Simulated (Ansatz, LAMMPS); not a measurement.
Amorphous Si-Ge, 512 atoms, melt quenched at 10 K/ps

Cell 22.24 × 22.24 × 22.24 Å, Si400Ge112, 512 atoms. Prepared with Tersoff's 1989 multicomponent potential (SiCGe.tersoff) in LAMMPS: melt at 4000 K, cooled from 2800 to 500 K at 10 K/ps at fixed volume, minimised. 

All values below come from PBE, support functions at accuracy medium on the grid of 370 eV (norm-conserving potentials; Ansatz, a quantum-chemistry and plane-wave program).

Basis: localised support functions (accuracy medium) on a full density matrix. k-points: zone centre alone; occupations: Fermi-Dirac, 0.030 eV; spin polarisation not allowed. Spin-orbit coupling is left out.

The relaxation was stopped after a set number of steps, with force components up to 0.367 eV/Å left.

```
Property                                                                                        Value
--------------------------------------------  -------------------------------------------------------
energy over the perfect crystal(s), per atom                                            0.223 eV/atom
electronic character of the cell                                     no gap resolved at this smearing
coordination (neighbours within 2.832 Å)      0.4 % 2-fold, 2.1 % 3-fold, 91.8 % 4-fold, 5.7 % 5-fold
Ge-Ge bonds, mean ± spread                                                            2.516 ± 0.064 Å
Ge-Si bonds, mean ± spread                                                            2.456 ± 0.066 Å
Si-Si bonds, mean ± spread                                                            2.393 ± 0.068 Å
bond angles, mean ± spread                                                             108.5° ± 13.5°
pressure                                                                                    -0.41 GPa
cost of the final run                         very roughly 25 core-minutes, 15 SCF iterations, 10 GiB
```
